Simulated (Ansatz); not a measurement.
## CH3 on the 1x1 (110) surface of bcc W, one in a 2x2 cell, started at the site 'bridge W-W (span 2.8 Å)'

Calculation: r2SCAN, at the PBE geometry (plane waves to 500 eV, PAW; Ansatz, a program for electronic structure).

Slab: 20 atoms, 6.6 Å thick at the start under the adsorbate (thin: gaps and levels are the slab's own); k 6x6x1, smearing 0.1 eV, dipole-corrected; single point; no symmetry held, on the structure that PBE left; no spin, no spin-orbit, no U, no dispersion correction. At the end it is bonded to 3 W. In PBE it is, or lies within 0.03 eV of, the lowest of the starts that converged; the order may differ at this level.

* **adsorption energy against CH4(g) − ½ H2(g) at the same level**: -0.18 eV
* **work function of the top face**: 3.71 eV
* **change of the work function**: -1.18 eV
* **change of the step from the bottom to the top vacuum level, against the clean slab**: -1.18 eV
* **height of the binding atom over the mean of the host atoms within 0.3 Å of the top one**: 1.711 Å
* **nearest host atoms of the binding atom**: W at 2.28 Å, W at 2.45 Å, W at 2.45 Å
* **note**: in the relaxation the adsorbate left its starting site by 0.9 Å
* **cost**: very roughly 7 core-minutes

A negative adsorption energy means that the adsorbate is more stable on the surface than in its reference.
